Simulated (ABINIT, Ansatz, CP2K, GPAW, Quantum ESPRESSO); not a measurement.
## Code comparison for Ge (Fd-3m, 2 atoms in the cell)

Self-consistent single point.

```
Ge
1.0
    0.00000     2.85107     2.85107
    2.85107     0.00000     2.85107
    2.85107     2.85107     0.00000
Ge
2
Direct
  0.00000   0.00000   0.00000
  0.25000   0.25000   0.25000
```

Shared settings, as Ansatz (a program for electronic structure) writes them: kpoints.mp_grid.grid = 5 5 5; scf.occupations.method = fermi_dirac; scf.occupations.width = 0.0007 Ry. Potentials and cutoffs stand in the table.

```csv
code,model,pressure (GPa),cutoff
GPAW,"PBEsol, GPAW PAW datasets PBEsol (made by gpaw-setup)",-0.36,550 eV
Ansatz,"PBEsol, default PAW files made with PBE",-0.67,30.9 Ry
Quantum ESPRESSO,"PBEsol, PSlibrary PAW (PBE) pseudopotentials",-0.15,30 Ry
CP2K,"PBEsol, GPW, DZVP-MOLOPT-SR-GTH basis, GTH-PBE potentials (GTH_POTENTIALS)",2.36,grid 400 Ry
ABINIT,"PBEsol, norm-conserving pseudopotentials (PseudoDojo nc-sr-04 PBEsol standard)",-0.65,39 Ha
```

The spread over the programs that give each value: pressure within 3.03 GPa.

CP2K uses small atom-centred bases, whose incompleteness enters pressures, forces and empty levels differently from a plane-wave cutoff. Ansatz's pressure is given at a fixed set of plane waves, as the other plane-wave codes print theirs. In the pressure, CP2K (by 2.86) lies more than 1 GPa from the median of the plane-wave programs.

The starting cell has typed, rounded lattice constants, without a prior relaxation at this level. Its lattice was rescaled by a random factor within 2.5 % of one.

Left out of this page: PySCF, Elk and FLEUR (not drawn, or without a comparable value); SIESTA (unsound by tests on forces, stress, charge or solver warnings).

Keys are those of Ansatz 0.2.
